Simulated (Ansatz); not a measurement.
Consider WB$_{2}$ (space group P6_3/mmc, No. 194).

```yaml
crystal:
  lattice:
    - [3.00258, 0.00000, 0.00000]
    - [-1.50129, 2.60031, 0.00000]
    - [0.00000, 0.00000, 13.92404]
  atoms:
    - { symbol: B, position: [0.33333, 0.66667, 0.52344] }
    - { symbol: B, position: [0.66667, 0.33333, 0.47656] }
    - { symbol: B, position: [0.66667, 0.33333, 0.02344] }
    - { symbol: B, position: [0.33333, 0.66667, 0.97656] }
    - { symbol: B, position: [0.00000, 0.00000, 0.25000] }
    - { symbol: B, position: [0.00000, 0.00000, 0.75000] }
    - { symbol: B, position: [0.66667, 0.33333, 0.25000] }
    - { symbol: B, position: [0.33333, 0.66667, 0.75000] }
    - { symbol: W, position: [0.33333, 0.66667, 0.13563] }
    - { symbol: W, position: [0.66667, 0.33333, 0.86437] }
    - { symbol: W, position: [0.66667, 0.33333, 0.63563] }
    - { symbol: W, position: [0.33333, 0.66667, 0.36437] }
```

Cartesian axes are those of the cell as printed.

The values are results of PBEsol (Ansatz, a program for electronic structure), no spin-orbit coupling, not measurements.

Strains are applied to the cell and any free atomic positions relax; under biaxial strain the out-of-plane vector relaxes too.

One change was made to it. Results:

The pressure (mean of the normal stresses, compression positive) goes from zero to 10.3 GPa; the shortest interatomic distance decreases by 3.9 pm, from 173.4 pm to 169.5 pm; the band gap remains zero.

Task: Which of these changes matches the shifts?
(A) strain tensor (xx, yy, zz, yz, xz, xy) = (+1.03, +1.97, −1.31, −1.70, +0.26, +0.76) %
(B) uniaxial strain ε_zz = −1.31 %
(C) biaxial strain −2.23 %, plane normal [001], relaxed out of plane

Result: C, biaxial strain −2.23 %, plane normal [001], relaxed out of plane. For comparison, the pressure in the other runs: strain tensor (xx, yy, zz, yz, xz, xy) = (+1.03, +1.97, −1.31, −1.70, +0.26, +0.76) % gives -3.9 GPa; uniaxial strain ε_zz = −1.31 % gives 5.1 GPa.

Without a gap, meshes like the base's 14×14×3 leave anisotropic stresses uncertain by several tenths of a GPa, and small strain energies with them. Whether these cells are dynamically stable was not tested. All final runs are without spin polarisation.
